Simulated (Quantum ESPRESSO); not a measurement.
A self-consistent single point of Nb3In (Pm-3n, 8 atoms in the cell) with Quantum ESPRESSO.

Computed with LDA (PZ), GBRV 1.5 ultrasoft (LDA) pseudopotentials (plane waves; Quantum ESPRESSO).

```yaml
crystal:
  lattice:
    - [5.30300, 0.00000, 0.00000]
    - [0.00000, 5.30300, 0.00000]
    - [0.00000, 0.00000, 5.30300]
  atoms:
    - { symbol: Nb, position: [0.25000, 0.00000, 0.50000] }
    - { symbol: Nb, position: [0.50000, 0.75000, 0.00000] }
    - { symbol: Nb, position: [0.75000, 0.00000, 0.50000] }
    - { symbol: Nb, position: [0.50000, 0.25000, 0.00000] }
    - { symbol: Nb, position: [0.00000, 0.50000, 0.75000] }
    - { symbol: Nb, position: [0.00000, 0.50000, 0.25000] }
    - { symbol: In, position: [0.00000, 0.00000, 0.00000] }
    - { symbol: In, position: [0.50000, 0.50000, 0.50000] }
```

Reference input (self-consistent single point, DFT, LDA (PZ), plane waves, GBRV 1.5 ultrasoft (LDA) pseudopotentials): ecutwfc = 40 Ry; ecutrho = 320 Ry; occupations = smearing; smearing = cold; degauss = 0.0147 Ry; potentials = {Nb: nb_lda_v1.uspp.F.UPF, In: in_lda_v1.4.uspp.F.UPF}; K_POINTS = automatic 4 4 4 0 0 0; conv_thr = 1e-10 Ry. This run's input differs from it in these lines:

```diff
@@ -16,4 +16,4 @@
   occupations = 'smearing'
-  smearing = 'cold'
-  degauss = 0.0147
+  smearing = 'fd'
+  degauss = 0.0073499
 /
```

Output (repeated stretches shortened):

```
     Self-consistent Calculation

     iteration #  1     ecut=    40.00 Ry     beta= 0.70

     total energy              =    -973.98600410 Ry
     estimated scf accuracy    <       2.60736851 Ry

     iteration #  2     ecut=    40.00 Ry     beta= 0.70

     total energy              =    -974.69954531 Ry
     estimated scf accuracy    <       0.40550353 Ry

     iteration #  3     ecut=    40.00 Ry     beta= 0.70

     total energy              =    -974.79014310 Ry
     estimated scf accuracy    <       0.01021770 Ry

   [... 5 blocks of this kind left out ...]

     iteration #  9     ecut=    40.00 Ry     beta= 0.70

     total energy              =    -974.79396583 Ry
     estimated scf accuracy    <          4.0E-10 Ry

     iteration # 10     ecut=    40.00 Ry     beta= 0.70
     End of self-consistent calculation

     the Fermi energy is    16.5106 ev

!    total energy              =    -974.79396583 Ry
     estimated scf accuracy    <          2.3E-11 Ry
     smearing contrib. (-TS)   =      -0.02792462 Ry
     internal energy E=F+TS    =    -974.76604121 Ry

     convergence has been achieved in  10 iterations

     Forces acting on atoms (cartesian axes, Ry/au):

     atom    1 type  1   force =    -0.00000000    0.00000000    0.00000000
   [... zero for the other atoms too ...]

     Total force =     0.000000     Total SCF correction =     0.000000

          total   stress  (Ry/bohr**3)                   (kbar)     P=      -81.58
  -0.00055456   0.00000000   0.00000000          -81.58        0.00        0.00
   0.00000000  -0.00055456   0.00000000            0.00      -81.58        0.00
   0.00000000   0.00000000  -0.00055456            0.00        0.00      -81.58

   JOB DONE.
```

The run converged in 10 iterations. Against the reference run the free energy falls by 26.7 meV/atom and the pressure goes from -8.53 to -8.16 GPa. The full log also holds: “c_bands:  3 eigenvalues not converged”.

The starting cell comes from a database of published, mostly measured structures (it also holds non-ambient and calculated ones), without a prior relaxation at this level. Spin polarisation is off. With a pressure of about -8 GPa the cell is away from its equilibrium volume at this level.

Cost on one core of a shared machine: roughly 80 s.
